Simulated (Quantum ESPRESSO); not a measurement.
**Effort and miss along a sweep of conv_thr: MgReO4 (Cmmm, 6 atoms in the cell)**

```xyz
6
Lattice="3.2616 3.3636 0.0000 -3.2616 3.3636 0.0000 0.0000 0.0000 3.1036" Properties=species:S:1:pos:R:3 pbc="T T T"
Mg     0.0000     0.0000     0.0000
Re    -3.2616     0.0000    -1.5518
O     -1.4140     0.0000    -1.5518
O     -5.1091     0.0000    -1.5518
O     -3.2616    -1.2648     0.0000
O     -3.2616     1.2648     0.0000
```
Moments meant for the start (each program seeds them in its own way; μB, in the order of the atoms Mg Re O O O O): 0.0 1.0 0.0 0.0 0.0 0.0.

Method: PBEsol, GBRV 1.5 ultrasoft (PBESOL) pseudopotentials (plane waves; Quantum ESPRESSO).

Base settings: ecutwfc = 40 Ry; ecutrho = 320 Ry; occupations = smearing; smearing = fd; degauss = 0.0073499 Ry; nspin = 2; K_POINTS = automatic 3 3 6 0 0 0; conv_thr = 1e-09 Ry; mixing_beta = 0.3.

Misses are taken against the tightest run, 7.3e-14 Ry, which need not be fully converged itself.

The count of work is k-points × plane waves × bands × iterations; it is no time, and leaves out set-up, grids and terms that scale otherwise. Core times come from one kind of shared machine and are given to one figure; runs under 30 s give none.

The starting cell comes from a database of computed structures (which also holds hypothetical and non-ambient phases and stackings), without a prior relaxation at this level. With one magnetic atom in the cell only a parallel order is possible. In the base run, with a pressure of about -8 GPa the cell is away from its equilibrium volume at this level. Without a gap this mesh is coarse (it stands for a supercell whose shortest vector is 14 Å).

The runs (conv_thr): 0.0073 Ry | 0.00073 Ry | 7.3e-05 Ry | 7.3e-06 Ry | 7.3e-07 Ry | 7.3e-08 Ry | 1e-09 Ry | 7.3e-10 Ry | 7.3e-12 Ry | 7.3e-14 Ry.

### Question
Which is the coarsest setting among those run that, with all tighter ones, holds the pressure within 0.2 GPa of the reference, and what does it save?

### Answer
7.3e-07 Ry, off by 0.015 GPa; its saving against the reference is no more than about a factor of 2 in the count of work. The coarser 7.3e-05 Ry also lies inside, but a setting between leaves the range again, so that is luck.

### Question
For at most 0.3 times the reference's count of work, which run misses the pressure least?

### Answer
0.0073 Ry, with a miss of 0.94 GPa at a count of 0.21.

### Question
What does the step from 0.0073 Ry to 7.3e-07 Ry buy?

### Answer
It takes the miss in the pressure from 0.94 to 0.015 GPa, for 2.6 times the count of work and roughly 2 times the time.

```
conv_thr    pressure less reference (GPa)  largest difference in the force on any atom (eV/Å)  count of work / reference  core time / reference (rough)
----------  -----------------------------  --------------------------------------------------  -------------------------  -----------------------------
0.0073 Ry                           -0.94                                               0.244                       0.21                            0.3
0.00073 Ry                           3.95                                               0.100                       0.25                            0.3
7.3e-05 Ry                           0.04                                               0.023                       0.38                            0.5
7.3e-06 Ry                           0.22                                               0.005                       0.46                            0.6
7.3e-07 Ry                           0.02                                               0.004                       0.54                            0.6
7.3e-08 Ry                           0.00                                               0.000                       0.62                            0.6
1e-09 Ry                             0.00                                               0.000                       0.71                            0.7
7.3e-10 Ry                           0.00                                               0.000                       0.75                            0.8
7.3e-12 Ry                           0.00                                               0.000                       0.88                            0.8
7.3e-14 Ry                           0.00                                               0.000                        1.0                              1
```
